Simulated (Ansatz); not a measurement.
Bond-angle distributions (per cent of the angles at each element, bins of 10°) of a relaxed model of amorphous Si20P4O50 at 2.23 g/cm³. The numbers are results of PBE, scalar-relativistic without spin-orbit coupling (plane waves to 420 eV, PAW; Ansatz, an electronic-structure program), not measurements.

Preparation: random packing, a CHGNet melt and quench, and a DFT relaxation. O atoms were pushed apart under 1.9 Å during the dynamics, to hinder bonds among them. The hot cell started wider than the set density and was brought back towards it in steps. It is the lowest in DFT energy of 2 quenches. It is a model cell: composition and starting density were chosen by hand, and all elements were melted together. No dispersion term was used. Its density started from a set value of 2.31 and ended at 2.23 g/cm³. Cooling (nominally 390 K/ps over its main leg) ran many orders faster than in experiment, which tends to leave more defects and strain. Values belong to this one cell and scatter from quench to quench. Volume and shape were free in the relaxation.

Cut-offs for bonds: Si-Si 2.60 Å, Si-P 2.55 Å, Si-O 2.10 Å, P-P 2.50 Å, P-O 2.08 Å, O-O 1.58 Å. Two cations that share two anions don't count as bonded, nor two that share one unless they lie closer than Si-Si 2.38 Å, Si-P 2.33 Å, P-P 2.29 Å.

```json
[
 {"angle (°)": "50-60", "at Si": "0", "at O": "0"},
 {"angle (°)": "60-70", "at Si": "0", "at O": "0"},
 {"angle (°)": "70-80", "at Si": "0", "at O": "0"},
 {"angle (°)": "80-90", "at Si": "5", "at O": "0"},
 {"angle (°)": "90-100", "at Si": "6", "at O": "0"},
 {"angle (°)": "100-110", "at Si": "43", "at O": "0"},
 {"angle (°)": "110-120", "at Si": "42", "at O": "8"},
 {"angle (°)": "120-130", "at Si": "1", "at O": "29"},
 {"angle (°)": "130-140", "at Si": "1", "at O": "33"},
 {"angle (°)": "140-150", "at Si": "1", "at O": "16"},
 {"angle (°)": "150-160", "at Si": "0", "at O": "10"},
 {"angle (°)": "160-170", "at Si": "1", "at O": "4"},
 {"angle (°)": "170-180", "at Si": "1", "at O": "0"}
]
```

They go with these counts of neighbours within the cut-offs, cation contacts included: Si mean 4.1, most often 4; O mean 2.0, most often 2.
